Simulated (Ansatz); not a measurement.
Base system: WC (space group P-6m2, No. 187; relaxed with 0.1 eV smearing).

```xyz
2
Lattice="2.8843 0.0000 0.0000 -1.4422 2.4979 0.0000 0.0000 0.0000 2.8115" Properties=species:S:1:pos:R:3 pbc="T T T"
W      0.0000     0.0000     0.0000
C      0.0000     1.6653     1.4058
```

Cartesian axes are those of the cell as printed.

Method: plane-wave PAW DFT at the LDA level (Ansatz, an electronic-structure program, 420 eV), no spin-orbit coupling.

Strains are applied to the cell and any free atomic positions relax.

One change was made to it. Results:

The pressure (mean of the normal stresses, compression positive) goes from zero to 0.5 GPa; the energy increases by 12 meV/atom.

### Question
Which of these changes matches the shifts?
A. tensor shear ε_xz = +0.29 %
B. tensor shear ε_xz = +1.14 %
C. tensor shear ε_xz = +1.71 %

### Answer
C, tensor shear ε_xz = +1.71 %. For comparison, the energy relative to the base in the other runs: tensor shear ε_xz = +0.29 % gives +0.4 meV/atom; tensor shear ε_xz = +1.14 % gives +5.4 meV/atom.

Whether these cells are dynamically stable was not tested. The final runs are not spin-polarised.
